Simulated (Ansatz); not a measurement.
# Re: stress against strain

Re (hcp, P6_3/mmc, 14.560 Å³/atom at rest, c along z) under a strain ε along a direction in the basal plane (axis x), the other axes held. PBEsol in Ansatz, a plane-wave DFT program (PAW, default set), 420 eV, 24×24×13 Γ-centred mesh, Fermi-Dirac smearing 0.10 eV; ions are relaxed within the symmetry of each cell. Stress is positive for a compressed cell.

Here s stands for strain and y for stress xx.

| strain (%) | stress xx (GPa) |
|---|---|
| -3.00 | ? |
| -1.50 | 10.35 |
| -1.00 | 6.73 |
| -0.50 | 3.28 |
| 0.00 | 0.00 |
| 0.50 | -3.13 |
| 1.00 | -6.10 |
| 1.50 | -8.93 |

The 7 complete rows are fitted with a straight line, y against s. Means: s 0, y 0.314. About the means, the sum of products is -44.955 and the sum of squares of s is 7.0000; the slope is their ratio. Least squares gives y = 0.314 - 6.4221·s. Residuals (row less fit): 0.403, -0.006, -0.245, -0.314, -0.233, 0.008, 0.389; standard error 0.325 (degrees of freedom: 5). The slope gives the elastic constant C11 = 642 ± 12 GPa.

Task: Predict the withheld y at s = -3.00 from the fit, and compare with the calculation.

Result: y = 0.314 - 6.4221 × (-3.0) = 19.580 GPa. The calculation gives 22.26 GPa, 2.680 GPa above the prediction (8.6 % of the range of y in the table). The row lies outside the fitted rows, so this is an extrapolation. From the scatter of the fitted rows alone, a prediction at this place has a standard error of 0.506 GPa, so the miss is 5.3 times that.

One order more, fitted to all 13 runs of the series, follows each within 0.05, so the miss is the next term of a smooth law. In a metal these values are sensitive to mesh and smearing; energies are taken to zero smearing, stresses follow the free energy. Rows are the converged runs of the series near zero and its far end; series whose fitted rows scatter by over a few per cent of the range, as at a crossing or softening among them, aren't shown in this form. Most that stay on the fit to the last digits aren't either.
